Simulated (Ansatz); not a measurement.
System: CaO (model structure, started from the wurtzite type, P6₃/mmc, No. 194, 4 atoms in the cell). Method: LDA (Ansatz, a program for electronic structure, PAW).

Settings: plane-wave cutoff 520 eV, 12×12×8 k mesh (along the axes of the cell as run), Fermi–Dirac smearing 0.01 eV, scalar-relativistic PAW data made under PBE.

Cell (relaxed with PBEsol):

```cif
data_Ca2O2
_chemical_formula_sum 'Ca2 O2'
_space_group_name_H-M_alt 'P63/mmc'
_space_group_IT_number 194
_space_group_name_Hall '-P 6c 2c'
_cell_length_a 3.95619
_cell_length_b 3.95619
_cell_length_c 4.74327
_cell_angle_alpha 90.000
_cell_angle_beta 90.000
_cell_angle_gamma 120.000
loop_
_atom_site_label
_atom_site_type_symbol
_atom_site_symmetry_multiplicity
_atom_site_Wyckoff_symbol
_atom_site_fract_x
_atom_site_fract_y
_atom_site_fract_z
_atom_site_occupancy
Ca1 Ca 2 c 0.33333 0.66667 0.25000 1
O1 O 2 d 0.66667 0.33333 0.25000 1
```

Problem. What does this level give for the band gap?

Solution. 
- band gap = 3.10 eV (direct)

Note: the relaxation could raise the start's symmetry but not lower it, so the cell can be a saddle point; cell and atoms aren't relaxed at this level (pressure -3.5 GPa).

It cost around 14 core-seconds (rough) of CPU time.

A model structure was made by putting elements into a prototype or built by hand; it is no filed structure, need not be a known phase, and can be a saddle point held by its symmetry.
